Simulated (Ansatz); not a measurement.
**Mo, response to strain**

Take Mo in the bcc (W type) structure (space group Im-3m, No. 229; a = 3.151 Å; relaxed with 0.1 eV smearing) as the base.

Strains are applied to the cell and any free atomic positions relax.

Level of theory: r2SCAN in Ansatz (plane waves to 500 eV, PAW, no spin-orbit coupling).

Notes on the quantities. energy relative to the base: free energy F.

```tsv
isotropic strain (%)	energy relative to the base (meV/atom)
0	0.0
0.5	2.9
1	11.6
1.5	25.6
2	44.9
2.5	?
3	97.8
```

**Question.** Fit ΔE = Aε² + Bε³ (ε in %) to the rows shown and predict the withheld row.

**Answer.** Least squares on the printed values gives A = 11.9 and B = -0.35 meV/atom (largest residual 0.0 meV/atom); this predicts 69.0 meV/atom, and the run gives 69.0 meV/atom, in agreement.

No phonon test of stability was made. All final runs are without spin polarisation.

Ansatz is a quantum-chemistry and plane-wave program.
